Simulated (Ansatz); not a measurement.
The parent structure is CsBr in the CsCl type structure (space group Pm-3m, No. 221; a = 4.242 Å).

Perturbation: cell and atoms relaxed at a pressure of 75 GPa.

Method: plane-wave PAW DFT at the PBEsol level (Ansatz, a first-principles code, 420 eV), no spin-orbit coupling.

Base, band edges from the VBM (valence, conduction): M -0.02, 5.16; R -1.29, 8.41; X -0.24, 5.84; Γ 0.00, 4.45 eV.

### Question
Give the band edges at the high-symmetry points of the new zone, measured from its valence-band maximum.

### Answer
```csv
point,valence edge (eV),conduction edge (eV)
Γ,0.00,1.02
X,-2.75,3.41
M,-1.06,3.93
R,-6.09,12.58
```

The gap is 1.02 eV, direct at Γ.

Load acts through the strain it causes; cell and atoms are relaxed under it. Whether these cells are dynamically stable was not tested. Competing high-pressure phases were not computed.
